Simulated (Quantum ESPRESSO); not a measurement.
## A series of runs on YMg3 (P4/mmm, 4 atoms in the cell)

```cif
data_Mg3Y
_chemical_formula_sum 'Y1 Mg3'
_space_group_name_H-M_alt 'P4/mmm'
_space_group_IT_number 123
_space_group_name_Hall '-P 4 2'
_cell_length_a 4.88666
_cell_length_b 4.88666
_cell_length_c 4.21986
_cell_angle_alpha 90.000
_cell_angle_beta 90.000
_cell_angle_gamma 90.000
loop_
_atom_site_label
_atom_site_type_symbol
_atom_site_symmetry_multiplicity
_atom_site_Wyckoff_symbol
_atom_site_fract_x
_atom_site_fract_y
_atom_site_fract_z
_atom_site_occupancy
Y1 Y 1 b 0.00000 0.00000 0.50000 1
Mg1 Mg 2 f 0.00000 0.50000 0.00000 1
Mg2 Mg 1 d 0.50000 0.50000 0.50000 1
```

Base run A: LDA (PZ), GBRV 1.5 ultrasoft (LDA) pseudopotentials (Quantum ESPRESSO), self-consistent single point.

Its settings: ecutwfc = 40 Ry; ecutrho = 320 Ry; occupations = smearing; smearing = methfessel-paxton; degauss = 0.0073499 Ry; potentials = {Y: y_lda_v1.4.uspp.F.UPF, Mg: mg_lda_v1.4.uspp.F.UPF}; K_POINTS = automatic 6 6 6 0 0 0; conv_thr = 1e-10 Ry.

The starting cell comes from a database of computed structures (which also holds hypothetical and non-ambient phases and stackings), without a prior relaxation at this level.

Total energies depend on the potentials, the functional and any Hubbard or dispersion term, so they are compared only between runs that share all of them.

Runs:
- B: ecutwfc: 40 Ry → 50 Ry; ecutrho: 320 Ry → 400 Ry; pseudopotentials: {Y: y_lda_v1.4.uspp.F.UPF, Mg: mg_lda_v1.4.uspp.F.UPF} → {Y: Y_pbe_v1.uspp.F.UPF, Mg: mg_pbe_v1.4.uspp.F.UPF}; input_dft: default → pbesol [PBEsol]
- C: ecutwfc: 40 Ry → 50 Ry; ecutrho: 320 Ry → 400 Ry; pseudopotentials: {Y: y_lda_v1.4.uspp.F.UPF, Mg: mg_lda_v1.4.uspp.F.UPF} → {Y: Y_pbe_v1.uspp.F.UPF, Mg: mg_pbe_v1.4.uspp.F.UPF}; input_dft: default → blyp [BLYP]
- D: ecutwfc: 40 Ry → 50 Ry; ecutrho: 320 Ry → 400 Ry; pseudopotentials: {Y: y_lda_v1.4.uspp.F.UPF, Mg: mg_lda_v1.4.uspp.F.UPF} → {Y: Y_pbe_v1.uspp.F.UPF, Mg: mg_pbe_v1.4.uspp.F.UPF}; input_dft: default → wc [Wu-Cohen GGA]
- E: ecutwfc: 40 Ry → 50 Ry; ecutrho: 320 Ry → 400 Ry; pseudopotentials: {Y: y_lda_v1.4.uspp.F.UPF, Mg: mg_lda_v1.4.uspp.F.UPF} → {Y: Y_pbe_v1.uspp.F.UPF, Mg: mg_pbe_v1.4.uspp.F.UPF}; input_dft: default → vdw-df2 [vdW-DF2]
- F: ecutwfc: 40 Ry → 50 Ry; ecutrho: 320 Ry → 400 Ry; pseudopotentials: {Y: y_lda_v1.4.uspp.F.UPF, Mg: mg_lda_v1.4.uspp.F.UPF} → {Y: Y_pbe_v1.uspp.F.UPF, Mg: mg_pbe_v1.4.uspp.F.UPF}; input_dft: default → vdw-df-cx [vdW-DF-cx]
- G: ecutwfc: 40 Ry → 50 Ry; ecutrho: 320 Ry → 400 Ry; pseudopotentials: {Y: y_lda_v1.4.uspp.F.UPF, Mg: mg_lda_v1.4.uspp.F.UPF} → {Y: Y_pbe_v1.uspp.F.UPF, Mg: mg_pbe_v1.4.uspp.F.UPF}; input_dft: default → rvv10 [rVV10]

```tsv
run	pressure (GPa)
A	-2.33
B	[?]
C	[?]
D	[?]
E	0.85
F	-0.25
G	-0.27
```

Problem. What belongs in the gaps?

Solution. 
- B, pressure (GPa): -0.77
- C, pressure (GPa): 1.19
- D, pressure (GPa): -0.66

Left out of this page: 3 runs of the series held back from this collection.
